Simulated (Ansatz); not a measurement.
Here is the system:

```
ZrSe2
1.0
    3.76961     0.00000     0.00000
    1.88481     3.26458     0.00000
    0.00000     0.00000     5.76933
Zr Se
1 2
Direct
  0.00000   0.00000   0.00000
  0.33333   0.33333   0.26970
  0.66667   0.66667   0.73030
```

No spin polarisation.

Computed with PBEsol-D3(BJ) in Ansatz (plane waves to 420 eV, PAW, no spin-orbit coupling). Settings: 18×18×10 k-points, 0.1 eV Fermi–Dirac smearing.

Q: Predict the band gap and in-plane stress.

A: The band gap comes out as zero. The mean in-plane stress (compression positive) comes out as -3.7 GPa.

The cells carry an imposed strain or load. Stability against distortions was not tested. All final runs are without spin polarisation. The cell was made from ZrSe2 in the CdI2 type structure (space group P-3m1, No. 164; layered, stacked along the Cartesian z axis) by this change: biaxial strain +3.00 %, plane normal [001], relaxed out of plane. A zero or small gap of ZrSe2 can be the functional's error rather than a property of the material.

Ansatz is a first-principles code.
